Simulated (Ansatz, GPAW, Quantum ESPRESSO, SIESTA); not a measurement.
# Code comparison for HfTeS (P3m1, 3 atoms in the cell)

Self-consistent single point.

```xyz
3
Lattice="3.8154 0.0000 0.0000 -1.9077 3.3042 0.0000 0.0000 0.0000 6.6061" Properties=species:S:1:pos:R:3 pbc="T T T"
Hf     0.0000     2.2028     0.1973
Te     0.0000     0.0000     4.9376
S      1.9077     1.1014     1.4712
```

Shared settings, as Ansatz (a program for electronic structure) writes them: kpoints.mp_grid.grid = 8 8 4; scf.occupations.method = gaussian; scf.occupations.width = 0.136 eV. Potentials and cutoffs stand in the table.

```json
[
 {"code": "Ansatz", "model": "PBEsol+U, PAW files made with PBE", "pressure (GPa)": "1.80", "largest force (eV/Å)": "0.315", "cutoff": "420 eV"},
 {"code": "GPAW", "model": "PBEsol+U, GPAW PAW datasets PBEsol (made by gpaw-setup)", "pressure (GPa)": "2.34", "largest force (eV/Å)": "0.643", "cutoff": "600 eV"},
 {"code": "Quantum ESPRESSO", "model": "PBEsol+U, GBRV 1.5 ultrasoft (PBESOL) pseudopotentials", "pressure (GPa)": "1.77", "largest force (eV/Å)": "0.480", "cutoff": "40 Ry"},
 {"code": "SIESTA", "model": "GGA PBEsol+U, numerical atomic orbitals DZP, PseudoDojo PBEsol standard norm-conserving potentials (rewritten from UPF to PSML)", "pressure (GPa)": "2.08", "largest force (eV/Å)": "0.707", "cutoff": "grid 300 Ry"}
]
```

Size of the force on each atom (eV/Å): Sizes of forces hide their directions.

```
code                Hf1    Te2     S3
----------------  -----  -----  -----
Ansatz            0.177  0.137  0.315
GPAW              0.450  0.193  0.643
Quantum ESPRESSO  0.324  0.157  0.480
SIESTA            0.594  0.113  0.707
```

Hubbard term: [{species: Hf, l: d, u_eff: 4.0}] eV.

On Ansatz's run: spin-orbit coupling is off. Spin polarisation is off. The U value is a test value, and with U on an open shell several self-consistent states can exist.

The spread over the programs that give each value: pressure within 0.57 GPa; largest force within 0.392 eV/Å.

SIESTA uses small atom-centred bases, whose incompleteness enters pressures, forces and empty levels differently from a plane-wave cutoff. Ansatz's pressure is given at a fixed set of plane waves, as the other plane-wave codes print theirs; with its correction for the finite basis it is 1.84 GPa. The same U acts on different projectors in each program, which moves gaps, moments and pressures.

The starting cell comes from a database of computed structures (which also holds hypothetical and non-ambient phases and stackings), without a prior relaxation at this level.

Keys are those of Ansatz 0.2.
